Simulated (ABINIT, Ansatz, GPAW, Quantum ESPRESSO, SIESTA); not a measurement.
# One structure in several programs: SnSe2 (P-3m1, 3 atoms in the cell)

Self-consistent single point.

```
CELL_PARAMETERS angstrom
      1.90500    -3.29956     0.00000
      1.90500     3.29956     0.00000
      0.00000     0.00000     6.14000
ATOMIC_POSITIONS crystal
  Sn 0.00000 0.00000 0.00000
  Se 0.33333 0.66667 0.25000
  Se 0.66667 0.33333 0.75000
```

Shared settings, as Ansatz (a first-principles code) writes them: kpoints.mp_grid.grid = 2 2 1; scf.occupations.method = fermi_dirac; scf.occupations.width = 0.05 eV. Potentials and cutoffs stand in the table.

```tsv
code	model	pressure (GPa)	largest force (eV/Å)	cutoff
Quantum ESPRESSO	PBE, SSSP 1.1.2 efficiency (PBE) pseudopotentials	9.16	1.455	40 Ry
ABINIT	PBE, norm-conserving pseudopotentials (PseudoDojo nc-sr-05 PBE standard)	9.04	1.425	86 Ry
GPAW	PBE, GPAW PAW datasets PBE (gpaw-data 1.0.1)	8.82	1.386	600 eV
SIESTA	GGA PBE, numerical atomic orbitals TZP, PseudoDojo PBE standard norm-conserving potentials (rewritten from UPF to PSML)	11.69	2.126	grid 300 Ry
Ansatz	PBE, default PAW files	8.98	1.425	420 eV
```

The spread over the programs that give each value: pressure within 2.87 GPa; largest force within 0.740 eV/Å.

SIESTA uses small atom-centred bases, whose incompleteness enters pressures, forces and empty levels differently from a plane-wave cutoff. Ansatz's pressure is given at a fixed set of plane waves, as the other plane-wave codes print theirs; with its correction for the finite basis it is 9.02 GPa. In the pressure, SIESTA (by 2.68) lies more than 1 GPa from the median of the plane-wave programs. In the force vectors, SIESTA (by 0.701) lies more than 0.08 eV/Å from the median of the plane-wave programs.

On the base mesh (7 7 4) the same programs gave: Ansatz pressure 5.25 GPa; Quantum ESPRESSO pressure 5.40 GPa; ABINIT pressure 5.30 GPa; GPAW pressure 5.08 GPa; SIESTA pressure 8.13 GPa, gap on the mesh 0.793 eV.

The values differ from the base mesh's, so the mesh still matters here: the table compares the programs at equal settings.

The starting cell has typed, rounded lattice constants, without a prior relaxation at this level.

Left out of this page: CP2K (on another mesh); Elk and FLEUR (not drawn, or without a comparable value).

Keys are those of Ansatz 0.2.
